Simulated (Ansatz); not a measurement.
# A computed series for Pd: response to strain

Take Pd in the fcc (Cu type) structure (space group Fm-3m, No. 225; a = 3.9104 Å; relaxed with 0.1 eV smearing) as the base.

Strains are applied to the cell and any free atomic positions relax.

The values are results of Kohn–Sham DFT with the r2SCAN functional, run in Ansatz (a first-principles code) with PAW and 500 eV plane waves, scalar-relativistic without spin-orbit coupling, not measurements.

Notes on the quantities. energy relative to the base: free energy F.

```
case                      volume per atom  energy relative to the base   pressure
------------------------  ---------------  ---------------------------  ---------
base                             14.95 Å³                   0 meV/atom    0.0 GPa
isotropic strain +0.50 %         15.17 Å³                +1.9 meV/atom   -2.6 GPa
isotropic strain +1.00 %         15.40 Å³                +7.3 meV/atom   -5.0 GPa
isotropic strain +1.50 %         15.63 Å³                 +16 meV/atom   -7.2 GPa
isotropic strain +2.00 %         15.86 Å³                 +28 meV/atom   -9.2 GPa
isotropic strain +2.50 %         16.10 Å³                 +43 meV/atom  -11.0 GPa
isotropic strain +3.00 %         16.33 Å³                 +60 meV/atom  -12.7 GPa
```

Stability against distortions was not tested. All final runs are without spin polarisation. Pd lies near a magnetic instability that expansion can trigger; it was not tested. Pd has a high density of states at the Fermi level and may be magnetic at this level.
